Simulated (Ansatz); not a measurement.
Output of an Ansatz run (abridged):

```
WARN basis.ecutwfc = 500 eV, the default
WARN ansatz: RAYON_NUM_THREADS=1 ignored (pool sized by the plan → 1); use --threads N
Pseudopotentials: kind: paw
Pseudopotential: Li, paw, valence charge 3
Pseudopotential: Al, paw, valence charge 3
Crystal: 6 atoms, lattice volume = 98.182 Å³
Basis set: ecut = 500 eV, 2521 PW (Γ), exchange–correlation on 160×160×144 points (64 copies of the dense FFT grid, shifted against one another)
Bands: 15, of which v1, the nominal top of the filled ones, is band 9 counted from 1 (8 counted from 0)
Symmetry: 8 space group operations
Space group: Cmcm (ITA 63), of the structure as read, at distance tolerance 4.6e-5 Å
k-points: 105 of 512
PAW frozen core: Al, regenerated for the run's functional
Initial density: superposition of atomic densities (neutral atoms: chi_scale 0, normalization atom), corrected by the library's trained network
Initial wavefunctions: pseudopotential atomic-orbital guess
Eigensolver: davidson
Functional: x = r2scan, c = r2scan; τ floored in thin density (d = 2e-4 eV/Å³)
SCF iter   1: F=—  HF=-1902.314152 eV  |F-HF|=—  |Δ(HF+E_count)|=         —  Δρ=3.02e-3  dr2=1.14e-2  dr2_τ=9.87e-3  ethr=1.77e-3  ⟨swp⟩=5.9  Hψ=9667  notcnv=0  defer=4
all-band conjugate gradients solve this SCF's bands
preconditioner: auto → Kerker (q_TF=auto, 2.056 Å⁻¹)
SCF iter   2: F=—  HF=-1902.351653 eV  |F-HF|=—  |Δ(HF+E_count)|=   3.75e-2  S|Δr|=    0.00e0  Δρ=1.95e-3  dr2=5.92e-3  dr2_τ=3.51e-5  ethr=6.34e-5  ⟨swp⟩=2.0  Hψ=3839  notcnv=0  defer=151
SCF iter   3: F=—  HF=-1902.352062 eV  |F-HF|=—  |Δ(HF+E_count)|=   4.08e-4  S|Δr|=    0.00e0  Δρ=3.75e-4  dr2=3.69e-4  dr2_τ=5.21e-6  ethr=3.29e-5  ⟨swp⟩=2.0  Hψ=1883  notcnv=0  defer=151
SCF iter   4: F=—  HF=-1902.352103 eV  |F-HF|=—  |Δ(HF+E_count)|=   4.09e-5  S|Δr|=    0.00e0  Δρ=1.10e-4  dr2=1.70e-5  dr2_τ=1.96e-7  ethr=2.05e-6  ⟨swp⟩=2.2  Hψ=1944  notcnv=0  defer=151
SCF iter   5: F=—  HF=-1902.352112 eV  |F-HF|=—  |Δ(HF+E_count)|=   8.87e-6  S|Δr|=    0.00e0  Δρ=3.92e-5  dr2=2.39e-6  dr2_τ=4.77e-9  ethr=9.45e-8  ⟨swp⟩=2.3  Hψ=1897  notcnv=0  defer=151
SCF iter   6: F=-1902.352113 eV  HF=-1902.352113 eV  |F-HF|=2.69e-8  |Δ(HF+E_count)|=   1.10e-6  S|Δr|=    0.00e0  Δρ=4.56e-6  dr2=3.02e-8  dr2_τ=1.77e-10  ethr=5.56e-10  ⟨swp⟩=7.4  Hψ=8481  notcnv=0
SCF 1 converged in 6 iterations: F = -1902.352113 eV  dr2 = 3.02e-8
SCF converged after 6 iterations
Stability not checked (fill_not_monotonic)
Free energy (F): -1902.352113 eV
Harris-Foulkes:  -1902.352113 eV  (|F-HF|=2.69e-8)
Internal energy: -1902.350662 eV  (E = F + TS)
E sigma→0 (E₀):  -1902.351750 eV
Entropy (-TS):   -0.001451 eV (-0.242 meV/atom)
Fermi energy:    3.464219 eV
--- Per-component energies (eV) ---
  E_band       = -347.275222
  E_kinetic    = 131.177667
  E_local      = -481.959188  (includes V_loc(G=0)·N_el)
  E_nonlocal   = -112.742966
  E_hartree    = 149.573238
  E_xc         = -112.556400
  E_vxc        = -117.712144  (∫ρ·V_xc dr)
  E_paw        = -1033.900016  (= ΣΔE_a)
  E_vpaw       = -70.807602  (= ΣTr[D̂ρ^β])
  E_aug_tail   = -0.000403  (compensation charges beyond the density's cutoff)
  E_vtau       = 5.623387  (kinetic-family band-sum trace: ∫τ·v_τ [+ j·A + Jᵃ·Aᵃ] dr)
  E_ewald      = -441.822378
  E_core_change = -0.120216  (= ΣΔE_core)
  E_smearing   = -0.001451  (= −TS)
  E_closure    = 0.000000  (closes the sum)
  Σ components = -1902.352113   (vs F -1902.352113, Δ=0.00e0)
--- Forces (eV/Å), atoms counted from 1 ---
  atom   1  Li    -0.00000000     0.01309206    -0.00000000
  atom   2  Li     0.00000000    -0.01309206     0.00000000
  atom   3  Li     0.00000000    -0.01086973     0.00000000
  atom   4  Li    -0.00000000     0.01086973    -0.00000000
  atom   5  Al    -0.00000000     0.00368460    -0.00000000
  atom   6  Al     0.00000000    -0.00368460     0.00000000
  max |Σ_I F_I| component: 4.34e-19 eV/Å
--- Stress (GPa, compression-positive) ---
        0.453584       0.000000      -0.000000
        0.000000       0.094812       0.000000
       -0.000000       0.000000       0.619255
  P = ⅓ Tr σ = 0.3892 GPa (3.892 kbar)
  The stress holds the Pulay correction. Without it, at fixed plane waves, as pw.x and ABINIT print it: P = 0.3837 GPa
--- Band table (eV; the first three rows and the last of 105) ---
  k-point 0: bands = ["-44.1612", "-44.1436", "-43.9379", "-43.9313", "-4.1440", "1.4557", "2.1457", "2.5088", "3.1442", "4.4151", "5.0461", "5.8407", "6.5434", "8.5174", "8.5711"]
  k-point 1: bands = ["-44.1605", "-44.1442", "-43.9377", "-43.9316", "-4.0319", "0.8788", "2.1400", "2.5742", "3.2634", "4.5359", "5.7834", "5.9127", "6.2944", "8.0645", "8.4181"]
  k-point 2: bands = ["-44.1584", "-44.1459", "-43.9371", "-43.9325", "-3.6965", "-0.2724", "2.3665", "2.7563", "3.6202", "4.8924", "5.5181", "5.6643", "7.4101", "7.5217", "7.6286"]
  k-point 104: bands = ["-44.1518", "-44.1518", "-43.9351", "-43.9351", "-1.8857", "-1.8857", "0.7333", "0.7333", "3.9816", "3.9816", "6.5392", "6.5392", "10.3515", "10.3515", "10.5732"]
```

The structure:

```xyz
6
Lattice="2.2923 -4.8332 0.0000 2.2923 4.8332 0.0000 0.0000 0.0000 4.4309" Properties=species:S:1:pos:R:3 pbc="T T T"
Li     2.2923     2.4998     1.1077
Li     2.2923    -2.4998     3.3232
Li     2.2923    -0.8686     1.1077
Li     2.2923     0.8686     3.3232
Al     2.2923    -4.1084     1.1077
Al     2.2923     4.1084     3.3232
```

Task: What input produced this log?

Result: Other spellings and defaults could give the same log, and not every line can be read from it. The input that was run (DFT, r2SCAN, plane waves, default PAW files made with PBE):

Ansatz 0.2 input:
```yaml
crystal:
  lattice:
    - [2.292290, -4.833240, 0.000000]
    - [2.292290, 4.833240, 0.000000]
    - [0.000000, 0.000000, 4.430900]
  atoms:
    - { symbol: Li, position: [0.241390, 0.758610, 0.250000] }
    - { symbol: Li, position: [0.758610, 0.241390, 0.750000] }
    - { symbol: Li, position: [0.589860, 0.410140, 0.250000] }
    - { symbol: Li, position: [0.410140, 0.589860, 0.750000] }
    - { symbol: Al, position: [0.925020, 0.074980, 0.250000] }
    - { symbol: Al, position: [0.074980, 0.925020, 0.750000] }
kpoints:
  mp_grid:
    grid: [8, 8, 8]
hamiltonian:
  xc: r2scan
  pseudopotentials:
    kind: paw
scf:
  occupations:
    method: methfessel_paxton
    width: 0.1
output:
  forces: true
  eigenvalues: true
  stress: true
```

The starting cell comes from a database of computed structures (which also holds hypothetical and non-ambient phases and stackings), without a prior relaxation at this level. Ansatz's pressure includes its estimate of the finite-basis (Pulay) stress.

Ansatz is a program for electronic structure.
